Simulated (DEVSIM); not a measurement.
Device: abrupt GaAs p-n junction, at 300 K.

```
layer (left to right)  material  thickness (μm)  Nd (cm⁻³)  Na (cm⁻³)   τn (s)   τp (s)
---------------------  --------  --------------  ---------  ---------  -------  -------
1                          GaAs            61.0          -     8.3e15  8.7e-10  8.7e-10
2                          GaAs            22.0     6.1e16          -  8.7e-10  8.7e-10
```

Left contact: ohmic. Right contact: ohmic. Voltage is applied to the left contact. Recombination: SRH at mid-gap, radiative. Mobility is μmin + (μ − μmin)/(1 + (N/Nref)^α).

This is a model device: material constants are rounded textbook-type values typed into the input, and sizes, dopings and lifetimes were drawn at random. Values at 300 K; Nc and Nv go as T^1.5, mobilities as T to minus their exponent, the gap by Varshni's rule with the affinity fixed.

| parameter | GaAs |
|---|---|
| gap (eV) | 1.424 |
| affinity (eV) | 4.07 |
| permittivity | 12.9 |
| Nc (cm⁻³) | 4.7e17 |
| Nv (cm⁻³) | 9e18 |
| μn (cm²/Vs) | 8500 |
| μp (cm²/Vs) | 400 |
| μn,min | 500 |
| μp,min | 20 |
| Nref,n | 6e16 |
| Nref,p | 1.5e17 |
| αn | 0.39 |
| αp | 0.38 |
| T exponent of μn | 2.1 |
| T exponent of μp | 2.2 |
| B (cm³/s) | 2e-10 |
| Varshni α (eV/K) | 0.000541 |
| Varshni β (K) | 204 |

Simulated with DEVSIM: 1D drift-diffusion, Boltzmann statistics, complete ionisation; no tunnelling, impact ionisation, image-force lowering or self-heating.

The temperature was swept, all else fixed.

```csv
temperature (K),dark forward voltage at 1 A/cm² (V),potential step across the device at zero bias (V),largest field in the device at zero bias (V/cm)
250,1.088,1.263,50000
300,0.985,1.191,48000
350,0.879,1.115,47000
400,?,1.036,45000
450,0.663,0.956,43000
500,0.553,0.873,41000
```

Problem. Some entries are withheld; supply them.

Solution. 
- 400, dark forward voltage at 1 A/cm² (V): 0.772
